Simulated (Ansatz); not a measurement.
What x(Ge) = 0.75, 8 atoms, Pmmn does to Sn

Base system: Sn in the diamond structure (space group Fd-3m, No. 227; a = 6.540 Å).

The other end (x = 1) is Ge in the diamond structure (space group Fd-3m, No. 227): 22.86 Å³/atom, gap zero.

Modification: Ge replaces 75.0 % of the Sn, ordered in a cell of 8 atoms (starting symmetry Pmmn) and fully relaxed.

The values are results of PBEsol in Ansatz (plane waves to 420 eV, PAW, spin-orbit coupling left out), not measurements. k-mesh 11×6×8 (Γ-centred); smearing 0.05 eV (Fermi–Dirac), for the changed cell.

| quantity | base | changed | shift |
|---|---|---|---|
| volume per atom | 34.97 Å³ | 25.65 Å³ | -9.313 Å³ |
| density | 5.64 g/cm³ | 5.45 g/cm³ | -0.19 g/cm³ |
| shortest interatomic distance | 2.832 Å | 2.458 Å | -0.374 Å |
| band gap | zero | zero | – |
| mixing energy (to 0.01 eV only: unlike meshes or grids) | – | +0.03 eV/atom | – |
| deviation of the volume from the linear (Vegard-type) interpolation | – | -0.9 % | – |

Final structure:

```yaml
crystal:
  lattice:
    - [4.16431, 0.00000, 0.00000]
    - [0.00000, 8.33229, 0.00000]
    - [0.00000, 0.00000, 5.91497]
  atoms:
    - { symbol: Sn, position: [0.00000, 0.50000, 0.88540] }
    - { symbol: Ge, position: [0.00000, 0.00000, 0.84653] }
    - { symbol: Ge, position: [0.50000, 0.74565, 0.38346] }
    - { symbol: Ge, position: [0.50000, 0.25435, 0.38346] }
    - { symbol: Ge, position: [0.00000, 0.75435, 0.61654] }
    - { symbol: Ge, position: [0.00000, 0.24565, 0.61654] }
    - { symbol: Sn, position: [0.50000, 0.00000, 0.11460] }
    - { symbol: Ge, position: [0.50000, 0.50000, 0.15347] }
```

Each cell is one ordered arrangement of few atoms, which overstates ordering effects compared with a random alloy. Whether these cells are dynamically stable was not tested. All final runs are without spin polarisation. The zero or small gap of Ge can change with the level of theory.

Ansatz is a first-principles code.
